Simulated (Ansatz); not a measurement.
# WC: response to strain

Base system: WC (space group P-6m2, No. 187; a = 2.913 Å, c = 2.836 Å; relaxed with 0.1 eV smearing). Axes: x lies along a and z along c of the hexagonal cell.

Strains are applied to the cell and any free atomic positions relax; under biaxial strain the out-of-plane vector relaxes too; under stress the whole cell relaxes.

The values are results of Ansatz (a quantum-chemistry and plane-wave program) r2SCAN, no spin-orbit coupling, earlier PAW set, not measurements.

Notes on the quantities. energy relative to the base: free energy F.

```csv
variant,energy relative to the base,volume per atom,space group
base,0 meV/atom,10.42 Å³,P-6m2 (No. 187)
"biaxial strain +4.29 %, plane normal [001], relaxed out of plane",–,11.18 Å³,P-6m2 (No. 187)
isotropic strain −0.59 %,+4.2 meV/atom,10.24 Å³,P-6m2 (No. 187)
isotropic strain −0.52 %,+3.3 meV/atom,10.26 Å³,P-6m2 (No. 187)
isotropic strain +2.58 %,+73 meV/atom,11.25 Å³,P-6m2 (No. 187)
isotropic strain +5.47 %,+0.299 eV/atom,12.23 Å³,P-6m2 (No. 187)
uniaxial strain ε_xx = +5.48 %,+63 meV/atom,10.99 Å³,Amm2 (No. 38)
"uniaxial stress, 2 GPa tension along x",+0.2 meV/atom,10.44 Å³,Amm2 (No. 38)
"uniaxial stress, 0.5 GPa compression along x",0.0 meV/atom,10.42 Å³,Amm2 (No. 38)
"uniaxial stress, 0.5 GPa compression along z",0.0 meV/atom,10.42 Å³,P-6m2 (No. 187)
```

Beyond what the load breaks, stability against distortions was not tested. The final runs are not spin-polarised.
